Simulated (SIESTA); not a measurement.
A self-consistent single point of MnS (Fm-3m, 4 atoms in the cell) with SIESTA.

Computed with GGA PBE+U, numerical atomic orbitals DZP, PseudoDojo PBE standard norm-conserving potentials (rewritten from UPF to PSML) (SIESTA 5.4.2).

```
MnS
1.0
    5.09159     2.54579     2.54579
    2.54579     5.09159     2.54579
    2.54579     2.54579     5.09159
Mn S
2 2
Cartesian
  0.00000   0.00000   0.00000
  5.09159   5.09159   5.09159
  2.54579   2.54579   2.54579
  7.63738   7.63738   7.63738
```
Moments meant for the start (each program seeds them in its own way; μB, in the order of the atoms Mn Mn S S): 5.0 -5.0 0.0 0.0.

Reference input (self-consistent single point, DFT, GGA PBE, numerical atomic orbitals DZP, PseudoDojo PBE standard norm-conserving potentials (rewritten from UPF to PSML)): XC.functional = GGA; XC.authors = PBE; potentials = PseudoDojo PBE standard; PAO.BasisSize = DZP; PAO.EnergyShift = 0.01 Ry; MeshCutoff = 300 Ry; kgrid.MonkhorstPack = 6 6 6; OccupationFunction = FD; ElectronicTemperature = 232.09 K; Spin = polarized; DM.InitSpin = [1 +5.00, 2 -5.00, 3 +0.00, 4 +0.00]; MaxSCFIterations = 150. This run's input differs from it in these lines:

```diff
@@ -43,2 +43,11 @@
 %endblock DM.InitSpin
+DFTU.ProjectorGenerationMethod 2
+DFTU.CutoffNorm              0.9
+DFTU.FirstIteration          true
+%block DFTU.proj
+  Mn 1
+  n=3 2
+  8.00 0.00
+  0.00 0.00
+%endblock DFTU.proj
```

Output (repeated stretches shortened):

```
        iscf     Eharris(eV)        E_KS(eV)     FreeEng(eV)     dDmax    Ef(eV) dHmax(eV)
   scf:    1    -6513.542956    -6518.597297    -6518.597297  0.652515 -2.630526  9.011467
     spin moment: {S} , |S| = {        0.0        0.0   -0.00000 }    -0.00000
   scf:    2    -6521.079440    -6519.842945    -6519.842945  0.055787 -3.215431  6.895314
     spin moment: {S} , |S| = {        0.0        0.0   -0.00000 }    -0.00000
   scf:    3    -6522.376305    -6521.537752    -6521.537752  0.168299 -2.177794  0.349730
     spin moment: {S} , |S| = {        0.0        0.0   -0.00000 }    -0.00000
   [... lines left out ...]
     spin moment: {S} , |S| = {        0.0        0.0   -0.00000 }    -0.00000
hubbard_term: recalculating local occupations    9
hubbard_term: maximum change in local occup.    0.000121
   scf:   12    -6521.833902    -6521.833902    -6521.833902  0.000051 -2.298417  0.000163
     spin moment: {S} , |S| = {        0.0        0.0   -0.00000 }    -0.00000
hubbard_term: recalculating local occupations   10
hubbard_term: maximum change in local occup.    0.000119
   scf:   13    -6521.833911    -6521.833911    -6521.833911  0.000003 -2.298431  0.000072
     spin moment: {S} , |S| = {        0.0        0.0   -0.00000 }    -0.00000
SCF Convergence by DM+H criterion
max |DM_out - DM_in|         :     0.0000029198
max |H_out - H_in|      (eV) :     0.0000724833
DFT+U population converged by dTol_pop criteria:
max |pop(DFT+U)_i - pop(DFT+U)_j|:     0.0001192617
SCF cycle converged after 13 iterations

Using DM_out to compute the final energy and forces
hubbard_term: recalculating local occupations   11
hubbard_term: maximum change in local occup.    0.000119
hubbard_term: recalculating Hamiltonian and forces

siesta: E_KS(eV) =            -6521.8324

siesta: E_KS - E_eggbox =     -6521.8324

siesta: Atomic forces (eV/Ang):
     1    0.000000    0.000000    0.000000
     2   -0.000000   -0.000000   -0.000000
     3   -0.000000   -0.000000   -0.000000
     4   -0.000000   -0.000000   -0.000000
   Tot   -0.000000   -0.000000    0.000000
   Max    0.000000
   [... lines left out ...]
siesta: FreeEng =     -6521.832431
siesta: Cell volume =         65.997847 Ang**3
siesta:         133.38765983        133.38766694  kBar
   [... lines left out ...]
              0.012   0.012   0.014   0.012   0.014

mulliken: Qtot =       21.000

Mulliken Atomic Populations:
Atom #   charge [q] valence [e]      Sz [e]  Species
     1     0.277863   14.722137    4.910909  Mn
     2     0.277863   14.722137   -4.910909  Mn
     3    -0.277863    6.277863   -0.000000  S
     4    -0.277863    6.277863    0.000000  S
 Total     0.000000               -0.000000
```

The run converged in 13 iterations. Against the reference run the pressure goes from 0.95 to 13.34 GPa and the gap on the mesh goes from 0.961 to 2.831 eV.

The starting cell has typed, rounded lattice constants, without a prior relaxation at this level. Its lattice was rescaled by a random factor within 2.5 % of one. The magnetic order is the one reached from the typed start; others were not searched systematically. With U or open f shells several self-consistent states can exist. Values carry the incompleteness of an atom-centred basis. With a pressure of about 13 GPa the cell is away from its equilibrium volume at this level.

Cost on one core of a shared machine: roughly 60 s.
